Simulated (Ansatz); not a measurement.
# CdS, element substitutions

Start from CdS in the zinc blende structure (space group F-43m, No. 216; a = 5.927 Å).

Each row replaces one element on all its sites; cell and atoms are relaxed.

Level of theory: plane-wave PAW DFT at the PBE level (Ansatz, an electronic-structure program, 420 eV), scalar-relativistic without spin-orbit coupling, earlier PAW set.

Before the change:

| Property | Result |
|---|---|
| Band gap | 1.04 eV |

Problem. The aim is a band gap between 0.47 eV and 0.53 eV. Which of these changes reaches it?
(A) S → Se
(B) S → Si
(C) Cd → Zn

Solution. A, S → Se. It gives 0.49 eV; Cd → Zn gives 2.01 eV; S → Si gives zero. Changes not listed may reach it too

No phonon test of stability was made. As relaxed here, CdSi is a hypothetical phase, not in the database extracts checked. The final runs are not spin-polarised.
